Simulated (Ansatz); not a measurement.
The structure below was relaxed with plane-wave PAW DFT at the r2SCAN+rVV10 level (Ansatz, an electronic-structure program, 500 eV), scalar-relativistic without spin-orbit coupling, at pressure −2 GPa.

```
CELL_PARAMETERS angstrom
      2.18021     1.25875     4.02685
     -2.18021     1.25875     4.02685
      0.00000    -2.51749     4.02685
ATOMIC_POSITIONS crystal
  Sb 0.22885 0.22885 0.22885
  Sb 0.77115 0.77115 0.77115
```

### Question
Find the space group and the Wyckoff positions.

### Answer
Space group R-3m, hexagonal axes (No. 166); a = b = 4.360 Å, c = 12.081 Å, α = β = 90.00°, γ = 120.00°

```json
[
 {"atom": "Sb", "site": "6c", "symmetry": "3m", "x": "0.0000", "y": "0.0000", "z": "0.2289"}
]
```

### Question
Describe the coordination.

### Answer
The crystal has 6 atoms in its conventional cell. Cell: a = b = 4.360 Å, c = 12.081 Å, α = β = 90.00°, γ = 120.00°. Sb is coordinated by 3 Sb at 2.932 Å and 3 Sb at 3.565 Å (octahedral). (Neighbours: up to the widest gap in distance over summed covalent radii, below 1.35, at either atom.)

With Sb present, leaving out spin-orbit coupling can change the band edges. Load acts through the strain it causes; cell and atoms are relaxed under it. Stability against distortions was not tested. The cell was made from Sb in the A7 type structure (space group R-3m, No. 166; layered) by this change: pressure −2 GPa.
